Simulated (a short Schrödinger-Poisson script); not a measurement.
**Gated Al0.33Ga0.67N/GaN polarisation-induced gas**

Stack: gated Al0.33Ga0.67N/GaN polarisation-induced gas, at 20 K.

| layer | material | thickness (nm) | Na (cm⁻³) |
|---|---|---|---|
| 1 | Al0.33Ga0.67N | 25 | - |
| 2 | GaN | 6000 | 1e14 |

The device is made up for the run: typed textbook-type constants, with dimensions and the other settings drawn at random. Al0.33Ga0.67N: permittivity 9.3, conduction-band edge (eV) 0.462, gap (eV) 4.09, electron mass (mₑ) 0.24, Nv at 300 K (cm⁻³) 4.6e19. GaN: permittivity 9.5, conduction-band edge (eV) 0, gap (eV) 3.43, Nv at 300 K (cm⁻³) 4.6e19.

Channel valleys (confinement mass, in-plane density-of-states mass, number): Γ 0.2, 0.2, 1. At the gate the conduction-band edge of layer 1 lies 1.27 eV − eVg above the Fermi level of the channel; the field vanishes at the back. Sheet of polarisation charge: +1.6e13 e/cm² at 25 nm from the gate. The barrier under the gate holds no holes. Gaps are held at their typed values at every temperature. Mesh 0.08 nm at interfaces.

Solved with a short Schrödinger-Poisson script written for these runs: 1D Poisson equation in equilibrium, electrons quantum, Hartree (BenDaniel-Duke, 40 states a valley, the channel's in-plane mass for all, wave functions free to enter the barrier), parabolic valleys, classical holes, full ionisation, no traps, pinning or gate leakage.

```csv
Vg (V),electrons (cm⁻²),in the channel layer,C (μF/cm²),Γ E0 (meV),Γ E1 (meV)
0.5,1.44e13,1.30e13,0.321,-153.0,-19.6
0.05,1.35e13,1.23e13,0.320,-144.4,-17.4
-0.4,1.26e13,1.16e13,0.319,-135.7,-15.4
-0.85,1.17e13,1.09e13,0.318,-126.9,-13.5
-1.3,1.08e13,1.01e13,0.317,-118.0,-11.7
-1.75,9.95e12,9.36e12,0.316,-109.1,-10.0
-2.2,9.07e12,8.59e12,0.315,-100.1,-8.4
-2.65,8.18e12,7.80e12,0.315,-91.0,-6.9
-3.1,7.30e12,7.00e12,0.314,-81.8,-5.5
-3.55,6.42e12,6.19e12,0.313,-72.6,-4.1
-4,5.54e12,5.38e12,0.312,-63.3,-2.7
-4.45,4.67e12,4.55e12,0.310,-53.9,-1.4
-4.9,3.80e12,3.73e12,0.309,-44.3,0.1
-5.35,2.94e12,2.89e12,0.307,-34.7,1.9
-5.8,2.08e12,2.06e12,0.304,-24.8,4.9
-6.25,1.23e12,1.22e12,0.299,-14.7,8.9
-6.7,4.05e11,4.04e11,0.288,-4.7,11.9
```

Gate voltages with under 1e6 electrons/cm² are left out.

Subbands count from the Fermi level.
